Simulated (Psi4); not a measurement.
Psi4 1.11, PBE0/def2-svp: Ti(OH)(Me)3 ([CH3][Ti]([CH3])([CH3])[OH]), 15 atoms. The geometry is a generated start, not checked to be a minimum at this level.

* **task**: energy
* **method**: pbe0
* **basis**: def2-svp
* **memory**: 3 GB
* **maxiter**: 100
* **keys of the molecule block**: symmetry c1
* **scf_type**: df (default)
* **e_convergence**: 1e-06 (default)
* **d_convergence**: 1e-06 (default)
* **dft_radial_points**: 75 (default)
* **dft_spherical_points**: 302 (default)
* **basis functions**: 137
* **grid points**: 322371

```xyz
15

Ti     0.3225     0.1416    -0.3080
O      1.5186     0.7127    -1.3966
H      2.2024     1.1301    -1.9218
C      1.1180    -0.8422     1.3371
H      1.7645    -0.1869     1.9389
H      1.7216    -1.7107     1.0344
H      0.3145    -1.2103     1.9961
C     -1.0245    -1.1971    -1.1464
H     -1.8175    -0.6807    -1.7080
H     -1.5126    -1.7952    -0.3589
H     -0.5374    -1.8992    -1.8386
C     -0.8451     1.6662     0.4776
H     -0.2640     2.3317     1.1327
H     -1.6734     1.2509     1.0753
H     -1.2876     2.2890    -0.3137
```

Charge 0 and multiplicity 1 are set for this test and not shown to be the ground state.

With the defaults (diis = true, scf_initial_accelerator = adiis, damping_percentage = 0, level_shift = 0, level_shift_cutoff = 0.01, diis_start = 1, soscf = false, guess = auto, which took SAD, diis_max_vecs = 10) it converges in 10 SCF iterations. One run each on 2 threads, with these changes:
- soscf = true
- guess = gwh
- diis_max_vecs = 20
- diis = false, scf_initial_accelerator = none, damping_percentage = 60
- scf_initial_accelerator = ediis
- guess = sap
- guess = modhuckel
- diis_start = 4
- level_shift = 0.5, level_shift_cutoff = 0.001

Q: Name the settings that don't reach the solution of the defaults.

A: No convergence: diis = false, scf_initial_accelerator = none, damping_percentage = 60 (the run ends without SCF convergence in 100 iterations). The rest reach the solution of the defaults.

```tsv
setting	SCF iterations	JK calls	end
soscf = true	8	29	same solution
the defaults	10	11	same solution
scf_initial_accelerator = ediis	10	11	same solution
level_shift = 0.5, level_shift_cutoff = 0.001	10	11	same solution
diis_max_vecs = 20	10	11	same solution
guess = modhuckel	11	34	same solution
guess = sap	11	11	same solution
guess = gwh	17	17	same solution
diis_start = 4	18	19	same solution
diis = false, scf_initial_accelerator = none, damping_percentage = 60	100	101	no convergence
```

An SOSCF iteration holds several JK calls; a Hückel guess adds calls on atoms. 1 further run of the study ended by our limits or in an error and is left out.
